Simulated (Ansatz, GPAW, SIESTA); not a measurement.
# BaIn3Pt (I4mm, 5 atoms in the cell) computed with different codes at matched settings

Self-consistent single point.

```yaml
crystal:
  lattice:
    - [-2.43916, 2.43916, 5.92728]
    - [2.43916, -2.43916, 5.92728]
    - [2.43916, 2.43916, -5.92728]
  atoms:
    - { symbol: Ba, position: [0.99738, 0.99738, 0.00000] }
    - { symbol: In, position: [0.73808, 0.23808, 0.50000] }
    - { symbol: In, position: [0.23808, 0.73808, 0.50000] }
    - { symbol: In, position: [0.39890, 0.39890, 0.00000] }
    - { symbol: Pt, position: [0.62757, 0.62757, 0.00000] }
```

Shared settings, as Ansatz (an electronic-structure program) writes them: kpoints.mp_grid.grid = 8 8 8; scf.occupations.method = gaussian; scf.occupations.width = 0.05 eV. Potentials and cutoffs stand in the table.

```csv
code,model,pressure (GPa),largest force (eV/Å),cutoff
Ansatz,"LDA (PW92), PAW files made with PBE",-5.82,0.188,420 eV
SIESTA,"LDA PW92, numerical atomic orbitals DZP, PseudoDojo LDA standard norm-conserving potentials (rewritten from UPF to PSML)",-3.60,0.194,grid 350 Ry
GPAW,"LDA (Perdew-Wang 92), GPAW PAW datasets LDA (gpaw-data 1.0.1)",-5.92,0.193,600 eV
```

Size of the force on each atom (eV/Å): Sizes of forces hide their directions.

```json
[
 {"code": "Ansatz", "Ba1": "0.060", "In2": "0.188", "In3": "0.188", "In4": "0.175", "Pt5": "0.141"},
 {"code": "SIESTA", "Ba1": "0.007", "In2": "0.165", "In3": "0.165", "In4": "0.194", "Pt5": "0.130"},
 {"code": "GPAW", "Ba1": "0.045", "In2": "0.193", "In3": "0.193", "In4": "0.170", "Pt5": "0.170"}
]
```

On Ansatz's run: spin-orbit coupling is off. Spin polarisation is off.

The spread over the programs that give each value: pressure within 2.32 GPa; largest force within 0.006 eV/Å.

SIESTA uses small atom-centred bases, whose incompleteness enters pressures, forces and empty levels differently from a plane-wave cutoff. Ansatz's pressure is given at a fixed set of plane waves, as the other plane-wave codes print theirs. In the pressure, SIESTA (by 2.28) lies more than 1 GPa from the median of the plane-wave programs.

On the base mesh (5 5 5) the same programs gave: Ansatz pressure -5.90 GPa; GPAW pressure -6.00 GPa; SIESTA pressure -3.75 GPa.

The starting cell comes from a database of computed structures (which also holds hypothetical and non-ambient phases and stackings), without a prior relaxation at this level. Its lattice was rescaled by a random factor within 2.5 % of one.

Left out of this page: CP2K (on another mesh).

Keys are those of Ansatz 0.2.
